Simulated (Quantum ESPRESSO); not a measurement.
# Quick settings and what they miss: NaPdO2 (C2/m, 4 atoms in the cell)

Self-consistent single point.

```
CELL_PARAMETERS angstrom
      2.91393    -1.50855     0.00000
      2.91393     1.50855     0.00000
     -2.24842     0.00000     5.14772
ATOMIC_POSITIONS crystal
  Na 0.50000 0.50000 0.50000
  Pd 0.00000 0.00000 0.00000
  O  0.71546 0.71546 0.21127
  O  0.28454 0.28454 0.78873
```
Moments meant for the start (each program seeds them in its own way; μB, in the order of the atoms Na Pd O O): 0.0 1.0 0.0 0.0.

Method of the run: PBEsol, GBRV 1.5 ultrasoft (PBESOL) pseudopotentials (plane waves; Quantum ESPRESSO 7.5).

Base settings: ecutwfc = 40 Ry; ecutrho = 320 Ry; occupations = smearing; smearing = mp; degauss = 0.0073499 Ry; nspin = 2; K_POINTS = automatic 9 9 5 0 0 0; conv_thr = 1e-10 Ry; mixing_beta = 0.4.

Tight run (finer mesh or higher cutoff; not a proven limit): ecutwfc: 40 Ry → 56 Ry; ecutrho: 320 Ry → 448 Ry; conv_thr: 1e-10 Ry → 7.3e-11 Ry; K_POINTS: automatic 9 9 5 0 0 0 → automatic 13 13 7 0 0 0. It gave Fermi level (on the code's own zero) 10.26 eV; pressure 3.56 GPa; largest force (vector length) 0.209 eV/Å; size of the cell's spin moment 0.91 μB; site moments (μB, in the program's spheres or projections) Na 0.00, Pd 0.42, O 0.19, O 0.19.

Quick runs, as changes from the base:
- A: the base itself
- B: ecutwfc: 40 Ry → 24 Ry; ecutrho: 320 Ry → 192 Ry; degauss: 0.0073499 Ry → 0.036749 Ry; conv_thr: 1e-10 Ry → 7.3e-06 Ry; K_POINTS: automatic 9 9 5 0 0 0 → automatic 3 3 3 0 0 0
- C: ecutwfc: 40 Ry → 28 Ry; ecutrho: 320 Ry → 224 Ry; K_POINTS: automatic 9 9 5 0 0 0 → automatic 4 4 4 0 0 0

Energies are extrapolated to zero smearing width, which holds to low order in the width alone (under cold and Methfessel-Paxton smearing the free energy itself is taken).

Dashes: pressure of B, not trusted under this conv_thr with d or f elements.

The count of work is k-points × plane waves × bands × iterations; it is no time. 

The starting cell comes from a database of computed structures (which also holds hypothetical and non-ambient phases and stackings), without a prior relaxation at this level. Its lattice was rescaled by a random factor within 2.5 % of one. With one magnetic atom in the cell only a parallel order is possible. In the base run, with a pressure of about 4 GPa the cell is away from its equilibrium volume at this level.

```
run  energy less tight (meV/atom)  pressure less tight (GPa)  largest miss in a force vector (eV/Å)  size of the net moment less tight (μB/atom)  count of work / tight
---  ----------------------------  -------------------------  -------------------------------------  -------------------------------------------  ---------------------
A                             7.4                       0.13                                  0.010                                         0.00                   0.22
B                          1818.8                          –                                  0.296                                        -0.13                 0.0050
C                           408.4                     -43.17                                  0.174                                        -0.07                  0.026
```

Among the runs at the tight run's level, the energy misses run from 7.4 to 1818.8 meV/atom.

Left out of this page: 3 runs of the series outside the window shown, repeating another row's setting, or not comparable.
